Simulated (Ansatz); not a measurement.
rock-salt TaC (1 1 1) on wurtzite ZnO (1 0 0) (film strained to the substrate, started from cuts of the bulks and a machine-learned relaxation; slabs Zn10O10 and C8Ta8, which can lie off the formulas)

A periodic stack without vacuum, rock-salt TaC (1 1 1) on wurtzite ZnO (1 0 0) (film strained to the substrate, started from cuts of the bulks and a machine-learned relaxation; slabs Zn10O10 and C8Ta8, which can lie off the formulas): substrate slab Zn10O10, film C8Ta8, surface cells [[0, 1], [-1, 0]] and [[-1, 2], [-1, 0]], film strained by -3.4 and +3.6 %, outermost planes OZn/OZn and C/Ta as cut, which need not be the usual terminations and can put a slab off its formula.

The start was prepared with a machine-learned potential, and the result is one local minimum, with the in-plane cell held and forces under 0.04 eV/Å; the film can end far from its bulk form.

These are PBE (plane waves to 420 eV, PAW; Ansatz, a program for electronic structure) values and carry that method's errors. Spin–orbit coupling is left out; the runs are not spin-polarised; PBE gaps are too small against experiment. Its k-point mesh 6×10×1, Fermi–Dirac width 0.05 eV.

- interface area: 17.4 Å²
- period: 25.38 Å
- heights between the nearest atoms of the two slabs at the two interfaces: 2.04 and 2.04 Å
- Ta–Zn contacts across the interfaces within 1.22 times the sum of covalent radii: 6, mean 3.18 Å
- O–Ta contacts across the interfaces within 1.22 times the sum of covalent radii: 1, mean 2.04 Å
- C–Zn contacts across the interfaces within 1.22 times the sum of covalent radii: 1, mean 2.07 Å

```yaml
crystal:
  lattice:
    - [5.29268, 0.00123, 0.11545]
    - [0.00020, 3.27927, -0.05978]
    - [1.44190, -1.29646, 25.44921]
  atoms:
    - { symbol: Zn, position: [0.54591, 0.39014, 0.07950] }
    - { symbol: Zn, position: [0.03037, 0.86768, 0.03877] }
    - { symbol: O, position: [0.92359, 0.38966, 0.07962] }
    - { symbol: O, position: [0.44284, 0.86834, 0.03876] }
    - { symbol: Zn, position: [0.49914, 0.95331, 0.19234] }
    - { symbol: Zn, position: [0.01653, 0.43330, 0.15588] }
    - { symbol: O, position: [0.87747, 0.95156, 0.18986] }
    - { symbol: O, position: [0.39539, 0.43151, 0.15187] }
    - { symbol: Zn, position: [0.44672, 0.51507, 0.30490] }
    - { symbol: Zn, position: [0.96447, 0.99482, 0.26694] }
    - { symbol: O, position: [0.82572, 0.51297, 0.30076] }
    - { symbol: O, position: [0.34379, 0.99346, 0.26469] }
    - { symbol: Zn, position: [0.39574, 0.07468, 0.41721] }
    - { symbol: Zn, position: [0.91204, 0.55539, 0.37797] }
    - { symbol: O, position: [0.77293, 0.07295, 0.41061] }
    - { symbol: O, position: [0.29094, 0.55353, 0.37744] }
    - { symbol: Zn, position: [0.33743, 0.63146, 0.52822] }
    - { symbol: Zn, position: [0.85346, 0.11612, 0.48975] }
    - { symbol: O, position: [0.70157, 0.62862, 0.51334] }
    - { symbol: O, position: [0.22841, 0.11026, 0.48987] }
    - { symbol: C, position: [0.24404, 0.63826, 0.60846] }
    - { symbol: C, position: [0.75012, 0.13902, 0.61037] }
    - { symbol: C, position: [0.88000, 0.68773, 0.70629] }
    - { symbol: C, position: [0.38209, 0.18812, 0.70596] }
    - { symbol: C, position: [0.51679, 0.74117, 0.80522] }
    - { symbol: C, position: [0.01700, 0.24145, 0.80573] }
    - { symbol: C, position: [0.15780, 0.79651, 0.90742] }
    - { symbol: C, position: [0.64436, 0.29801, 0.91036] }
    - { symbol: Ta, position: [0.07935, 0.16085, 0.64761] }
    - { symbol: Ta, position: [0.58033, 0.65952, 0.64726] }
    - { symbol: Ta, position: [0.70085, 0.21203, 0.75352] }
    - { symbol: Ta, position: [0.20050, 0.71227, 0.75336] }
    - { symbol: Ta, position: [0.33621, 0.26958, 0.85720] }
    - { symbol: Ta, position: [0.83013, 0.76952, 0.85713] }
    - { symbol: Ta, position: [0.97477, 0.31997, 0.95076] }
    - { symbol: Ta, position: [0.46964, 0.82416, 0.95853] }
```
